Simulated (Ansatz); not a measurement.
The starting structures come from a database of crystals and need not be the phases stable at ambient conditions.

Tunnelling through a barrier is set by its complex band structure: the current falls as exp(−2κd) with the smallest κ.

Here is the system:

```
CELL_PARAMETERS angstrom
      5.87246     0.00000     0.00000
     -2.09221     7.91585     0.00000
      2.09221    -3.65628     3.94641
ATOMIC_POSITIONS crystal
  P  0.12971 0.88188 0.03989
  P  0.87029 0.11812 0.96011
  P  0.37029 0.38188 0.22387
  P  0.62971 0.61812 0.77613
  P  0.81145 0.37721 0.71153
  P  0.18855 0.62279 0.28847
  P  0.68855 0.87721 0.54289
  P  0.31145 0.12279 0.45711
  Ir 0.20842 0.49883 0.77070
  Ir 0.79158 0.50117 0.22930
  Ir 0.29158 0.99883 0.72696
  Ir 0.70842 0.00117 0.27304
```

The cell is taken as given.

Transport runs along the normal of the first two printed cell vectors.

The gap is the functional's own. No spin-orbit coupling. Mid-gap values are those at the computed energy nearest the middle.

Estimate the band gap and the smallest decay constant κ at mid-gap that r2SCAN (Ansatz, an electronic-structure program) returns for this system.

Gap 0.72 eV on a 6×8×8 mesh; κ = 0.162 1/Å, at (0.500, 0.250) of the in-plane reciprocal vectors. At the zone centre the slowest state has κ = 0.18 1/Å.
